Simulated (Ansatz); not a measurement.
Several settings converged on CoPd3 (P4mm, 4 atoms in the cell)

```
CELL_PARAMETERS angstrom
      3.83882     0.00000     0.00000
      0.00000     3.83882     0.00000
      0.00000     0.00000     3.83882
ATOMIC_POSITIONS crystal
  Co 0.00000 0.00000 0.01303
  Pd 0.00000 0.50000 0.50000
  Pd 0.50000 0.00000 0.50000
  Pd 0.50000 0.50000 0.00000
```
Moments meant for the start (each program seeds them in its own way; μB, in the order of the atoms Co Pd Pd Pd): 3.0 1.0 1.0 1.0.

Base method: PBEsol, default PAW files made with PBE (plane waves; Ansatz, a first-principles code).

Base settings: basis.ecutwfc = 420 eV; kpoints.mp_grid.grid = 9 9 9; hamiltonian.xc = pbesol; hamiltonian.pseudopotentials = {kind: paw} (the program's default PAW files); magnetization.spin_polarized = true; scf.occupations.method = fermi_dirac; scf.occupations.width = 0.1 eV.

The count of work is k-points × plane waves × bands × iterations; it is no time. Core times come from one kind of shared machine, to one figure; runs under 30 s give none.

**The k-point mesh**

Only quantities that move along the ladder and can be compared are tabulated.

| kpoints.mp_grid.grid | free energy less the last step's (meV/atom) | pressure (GPa) | largest difference of a force vector from the last step's (eV/Å) | net moment (μB/atom) | count of work / last | core time / last (rough) |
|---|---|---|---|---|---|---|
| 2 2 2 | 67.12 | -4.46 | 0.119 | 0.676 | 0.048 | – |
| 3 3 3 | -44.30 | -5.84 | 0.028 | 0.741 | 0.048 | – |
| 4 4 4 | 11.21 | -4.51 | 0.018 | 0.824 | 0.13 | – |
| 6 6 6 | 3.58 | -5.37 | 0.002 | 0.701 | 0.30 | 0.3 |
| 8 8 8 | -1.21 | -5.33 | 0.002 | 0.743 | 0.60 | 0.6 |
| 9 9 9 | -0.20 | -5.28 | 0.000 | 0.759 | 0.56 | 0.6 |
| 11 11 11 | 0.00 | -5.33 | 0.000 | 0.741 | 1.0 | 1 |

Coarsest kpoints.mp_grid.grid that holds the forces within 0.01 eV/Å of the last step, with all finer ones: 6 6 6, at 0.30 of the last step's count of work and about 0.3 of the last step's time; the step before is off by 0.018 eV/Å.

Coarsest kpoints.mp_grid.grid that holds the free energy within 5 meV/atom of the last step, with all finer ones: 6 6 6, at 0.30 of the last step's count of work and about 0.3 of the last step's time; the step before is off by 11 meV/atom.

Coarsest kpoints.mp_grid.grid that holds the net moment within 0.05 μB/atom of the last step, with all finer ones: 6 6 6, at 0.30 of the last step's count of work and about 0.3 of the last step's time; the step before is off by 0.083 μB/atom.

**The k-point mesh at a smearing width of 0.02 eV**

In this ladder: scf.occupations.width = 0.02 eV.

Only quantities that move along the ladder and can be compared are tabulated.

The magnetic state is not the same in all runs (site moments differ, or a search went on to a lower state), so steps between rows are not convergence errors alone.

| kpoints.mp_grid.grid | free energy less the last step's (meV/atom) | pressure (GPa) | largest difference of a force vector from the last step's (eV/Å) | net moment (μB/atom) |
|---|---|---|---|---|
| 3 3 3 | -34.57 | -6.05 | 0.075 | 0.697 |
| 4 4 4 | 8.46 | -4.87 | 0.018 | 0.803 |
| 5 5 5 | -1.78 | -5.58 | 0.035 | 0.802 |
| 8 8 8 | -2.10 | -5.70 | 0.008 | 0.764 |
| 11 11 11 | 0.94 | -5.72 | 0.004 | 0.762 |
| 14 14 14 | 0.00 | -5.63 | 0.000 | 0.787 |

Coarsest kpoints.mp_grid.grid that holds the net moment within 0.05 μB/atom of the last step, with all finer ones: 4 4 4; the step before is off by 0.089 μB/atom.

**The k-point mesh at a smearing width of 0.3 eV**

In this ladder: scf.occupations.width = 0.3 eV.

Only quantities that move along the ladder and can be compared are tabulated.

At this width the smearing has changed the magnetic state: the net moment ends at 0.60 against 0.76 μB/atom in the base run.

| kpoints.mp_grid.grid | free energy less the last step's (meV/atom) | pressure (GPa) | largest difference of a force vector from the last step's (eV/Å) | count of work / last |
|---|---|---|---|---|
| 3 3 3 | -43.09 | -4.55 | 0.009 | 0.048 |
| 5 5 5 | -1.74 | -3.81 | 0.002 | 0.14 |
| 8 8 8 | 0.09 | -3.81 | 0.000 | 0.56 |
| 11 11 11 | 0.00 | -3.81 | 0.000 | 1.0 |

Coarsest kpoints.mp_grid.grid that holds the free energy within 2 meV/atom of the last step, with all finer ones: 5 5 5, at 0.14 of the last step's count of work; the step before is off by 43 meV/atom.

Coarsest kpoints.mp_grid.grid that holds the forces within 0.005 eV/Å of the last step, with all finer ones: 5 5 5, at 0.14 of the last step's count of work; the step before is off by 0.009 eV/Å.

Coarsest kpoints.mp_grid.grid that holds the pressure within 0.05 GPa of the last step, with all finer ones: 5 5 5, at 0.14 of the last step's count of work; the step before is off by 0.73 GPa.

On the base run: the starting cell comes from a database of computed structures (which also holds hypothetical and non-ambient phases and stackings), without a prior relaxation at this level. Its lattice was rescaled by up to half a per cent. One atom was moved a little off its site on purpose. The magnetic order is the one reached from the typed start; others were not searched systematically. In the base run, with a pressure of about -5 GPa the cell is away from its equilibrium volume at this level. Ansatz's pressure includes its estimate of the finite-basis (Pulay) stress.

Keys are those of Ansatz 0.2.
